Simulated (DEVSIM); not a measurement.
Structure: illuminated Si p-on-n cell, one wavelength, with a back-surface field, at 300 K.

Layer 1 from the left is Si, thickness (μm) 0.0650, Na (cm⁻³) 6.8e18, τn (s) 8.7e-8, τp (s) 7.5e-8, absorption coefficient (cm⁻¹) 1800. Layer 2 from the left is Si, thickness (μm) 170, Nd (cm⁻³) 2.7e15, τn (s) 1.1e-7, τp (s) 1.1e-7, absorption coefficient (cm⁻¹) 1800. Layer 3 from the left is Si, thickness (μm) 0.130, Nd (cm⁻³) 4.7e18, τn (s) 1.1e-7, τp (s) 1.1e-7, absorption coefficient (cm⁻¹) 1800.

Left contact: ohmic, minority electron recombination velocity 20 cm/s. Right contact: ohmic, minority hole recombination velocity 1e5 cm/s. Voltage is applied to the left contact. Recombination: SRH at mid-gap, radiative, Auger. Gap narrowing is on: ΔEg = 6.92 meV × (l + √(l² + 0.5)), l = ln(N/1.3e17 cm⁻³), shared equally by both band edges. Light enters at the left, 4.6e16 photons cm⁻² s⁻¹, one pass, no reflection. Mobility is μmin + (μ − μmin)/(1 + (N/Nref)^α).

Constants are typed, rounded textbook-type inputs, not results; the design itself was drawn at random and stands for no fabricated device. Values at 300 K.

Si: gap (eV) 1.124, affinity (eV) 4.05, permittivity 11.7, Nc (cm⁻³) 2.86e19, Nv (cm⁻³) 3.1e19, μn (cm²/Vs) 1417, μp (cm²/Vs) 470, μn,min 52, μp,min 45, Nref,n 9.7e16, Nref,p 2.2e17, αn 0.68, αp 0.72, B (cm³/s) 4.7e-15, Cn (cm⁶/s) 2.8e-31, Cp (cm⁶/s) 9.9e-32.

DEVSIM, 1D drift-diffusion, Boltzmann statistics, complete ionisation; no tunnelling, impact ionisation, image-force lowering or self-heating.

Dark forward current:

```csv
|V| (V),|J| (A/cm²)
0.05,7.956e-8
0.10,2.861e-7
0.15,8.680e-7
0.20,2.591e-6
0.25,8.083e-6
0.30,2.795e-5
0.35,0.0001136
0.40,0.0005561
0.45,0.003161
0.50,0.01941
0.55,0.1134
0.60,0.4810
0.65,1.263
0.70,2.373
0.75,3.708
0.80,5.209
0.85,6.846
0.90,8.603
0.95,10.47
1.00,12.44
1.05,14.51
1.10,16.69
1.15,18.97
1.20,21.37
1.25,23.88
1.30,26.51
```

### Question
Work out the local ideality factor n = ΔV / (kT/q · ln(J2/J1)) between the rows 0.15 and 0.20 V, 0.45 and 0.50 V, 1.25 and 1.30 V.

### Answer
kT/q = 25.85 mV. From 0.15 to 0.20 V: ln(2.591e-6/8.680e-7) = 1.094, n = 1.77. From 0.45 to 0.50 V: ln(0.01941/0.003161) = 1.815, n = 1.07, near the 1 of diffusion or emission over a barrier. From 1.25 to 1.30 V: ln(26.51/23.88) = 0.104, n = 18.51.

### Question
What current could the absorbed light give at most, and what share is collected?

### Answer
Σ αd = 30.6, so qΦ(1 − exp(−Σ αd)) = 7.37 mA/cm². The simulated short-circuit current is 5.216 mA/cm², a share of 0.71.

### Question
Estimate the open-circuit voltage by superposition: the voltage at which the dark current equals that short-circuit current.

### Answer
Interpolating ln J in the table gives 0.464 V. The simulation gives 0.463 V, the same within the digits that matter. Superposition holds where collection doesn't change with voltage.

### Question
Estimate the fill factor from FF0 = (v − ln(v + 0.72))/(v + 1), v = qVoc/(nkT), with n from the dark curve.

### Answer
The rows about Voc, 0.45 and 0.50 V, give n = 1.07, so v = 16.8 and FF0 = 0.783. The simulation gives 0.764; the estimate lies 2.5 % above.
